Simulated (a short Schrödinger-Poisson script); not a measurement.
System: symmetric double-gate stack, Al2O3 on p-type Si(100), at 300 K.

```csv
layer,material,thickness (nm),Na (cm⁻³)
1,Al2O3,4,-
2,Si,3,3e16
3,Al2O3,4,-
```

The device is made up for the run: typed textbook-type constants, with dimensions and the other settings drawn at random. Al2O3: permittivity 9, conduction-band edge (eV) 2.7, gap (eV) 6.8, electron mass (mₑ) 0.3. Si: permittivity 11.7, conduction-band edge (eV) 0, gap (eV) 1.124, Nv at 300 K (cm⁻³) 3.1e19.

Channel valleys (confinement mass, in-plane density-of-states mass, number): Δ2 0.916, 0.19, 2; Δ4 0.19, 0.417, 4. At the gates, both at one voltage, the conduction-band edge of layer 1 lies 3.2 eV − eVg above the Fermi level of the channel. Gaps are held at their typed values at every temperature. Mesh 0.03 nm at interfaces.

Solved with a short Schrödinger-Poisson script written for these runs: 1D Poisson equation in equilibrium, electrons quantum, Hartree (BenDaniel-Duke, 12 states a valley, the channel's in-plane mass for all, wave functions free to enter the dielectric), parabolic valleys, classical holes, full ionisation, no traps, pinning or gate leakage.

The same stack at other levels of the model or other numerical settings:

| run | sheet density of all electrons at Vg = 1.2 V (cm⁻²) | sheet density of all electrons at Vg = 0.6 V (cm⁻²) | capacitance of both gates at Vg = 1.2 V (μF/cm²) | gate voltage at 1e11 electrons/cm² (V) | rough cost against the base |
|---|---|---|---|---|---|
| base | 1.30e13 | 1.69e12 | 3.24 | 0.45 | about 1 |
| electrons treated as classical, Boltzmann | 1.60e13 | 2.89e12 | 3.70 | 0.39 | 0.05 |
| electrons treated as classical, Fermi-Dirac | 1.54e13 | 2.83e12 | 3.51 | 0.39 | 0.1 |
| mesh six times as coarse | 1.29e13 | 1.68e12 | 3.23 | 0.45 | 0.3 |
| one subband a valley | 1.29e13 | 1.68e12 | 3.22 | 0.45 | 0.4 |

The classical rows ignore confinement, and Boltzmann statistics overrate the density once the band edge passes the Fermi level.
